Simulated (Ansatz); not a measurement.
A self-consistent single point of Al2CrB2Mo (Amm2, 6 atoms in the cell) with Ansatz (a program for electronic structure).

Level of theory: PBEsol, PAW files made with PBE (plane waves; Ansatz).

```xyz
6
Lattice="3.0589 0.0000 0.0000 0.0000 1.5690 6.9358 0.0000 -1.5690 6.9358" Properties=species:S:1:pos:R:3 pbc="T T T"
Al     1.5295     0.0000     9.6133
Al     0.0000     0.0000     4.1673
Cr     0.0000     0.0000     1.2054
B      1.5295     0.0000     7.4361
B      0.0000     0.0000     6.5343
Mo     1.5295     0.0000    12.6582
```

Reference input (self-consistent single point, DFT, LDA (PW92), plane waves, PAW files made with PBE): kpoints.mp_grid.grid = 7 7 7; hamiltonian.xc = lda; hamiltonian.pseudopotentials = {kind: paw} (the program's default PAW files); scf.occupations.method = fermi_dirac; scf.occupations.width = 0.1 eV. This run's input differs from it in these lines:

Ansatz 0.2 input:
```diff
@@ -16,3 +16,3 @@
 hamiltonian:
-  xc: lda
+  xc: pbesol
   pseudopotentials:
```

Log, with long lists cut:

```
SCF iter   1: F=—  HF=-9611.261460 eV  |F-HF|=—  |Δ(HF+E_count)|=         —  Δρ=1.63e-1  dr2=4.26e1  ethr=3.10e-3  ⟨swp⟩=6.4  Hψ=7434  notcnv=0
all-band conjugate gradients solve this SCF's bands
preconditioner: auto → Kerker (q_TF=auto, 2.506 Å⁻¹)
SCF iter   2: F=—  HF=-9605.106456 eV  |F-HF|=—  |Δ(HF+E_count)|=    6.16e0  Δρ=6.97e-2  dr2=9.95e0  ethr=3.10e-3  ⟨swp⟩=3.5  Hψ=4107  notcnv=0
   [... lines left out ...]
SCF iter   6: F=—  HF=-9603.665676 eV  |F-HF|=—  |Δ(HF+E_count)|=   1.72e-3  Δρ=7.01e-4  dr2=4.61e-4  ethr=4.64e-5  ⟨swp⟩=1.1  Hψ=1679  notcnv=0
SCF iter   7: F=—  HF=-9603.665631 eV  |F-HF|=—  |Δ(HF+E_count)|=   4.47e-5  Δρ=1.37e-4  dr2=1.43e-5  ethr=1.15e-6  ⟨swp⟩=2.4  Hψ=2505  notcnv=0
SCF iter   8: F=—  HF=-9603.665594 eV  |F-HF|=—  |Δ(HF+E_count)|=   3.65e-5  Δρ=3.50e-5  dr2=6.92e-7  ethr=3.57e-8  ⟨swp⟩=2.6  Hψ=2429  notcnv=0
SCF iter   9: F=-9603.665594 eV  HF=-9603.665594 eV  |F-HF|=5.80e-8  |Δ(HF+E_count)|=   1.73e-7  Δρ=9.47e-6  dr2=7.18e-8  ethr=2.50e-10  ⟨swp⟩=6.5  Hψ=7407  notcnv=0
SCF 1 converged in 9 iterations: F = -9603.665594 eV  dr2 = 7.18e-8
Free energy (F): -9603.665594 eV
Internal energy: -9603.601501 eV  (E = F + TS)
E sigma→0 (E₀):  -9603.633548 eV
Entropy (-TS):   -0.064093 eV (-10.682 meV/atom)
Fermi energy:    14.682593 eV
--- Forces (eV/Å), atoms counted from 1 ---
  atom   1  Al     0.00000000     0.00000000    -0.12085214
  atom   2  Al    -0.00000000    -0.00000000     0.09320236
  atom   3  Cr    -0.00000000    -0.00000000    -0.21853156
  atom   4  B      0.00000000    -0.00000000    -0.07999179
  atom   5  B     -0.00000000     0.00000000     0.03065769
  atom   6  Mo     0.00000000    -0.00000000     0.29553442
--- Stress (GPa, compression-positive) ---
       -5.684789       0.000000      -0.000000
        0.000000      -6.528340      -0.000000
       -0.000000      -0.000000      -4.820834
  P = ⅓ Tr σ = -5.6780 GPa (-56.780 kbar)
  The stress holds the Pulay correction. Without it, at fixed plane waves, as pw.x and ABINIT print it: P = -5.7445 GPa
```

The run converged in 9 iterations. Against the reference run the pressure goes from -10.46 to -5.68 GPa and the largest force goes from 0.368 to 0.296 eV/Å.

The starting cell comes from a database of computed structures (which also holds hypothetical and non-ambient phases and stackings), without a prior relaxation at this level. Spin polarisation is off. With a pressure of about -6 GPa the cell is away from its equilibrium volume at this level. Ansatz's pressure includes its estimate of the finite-basis (Pulay) stress.
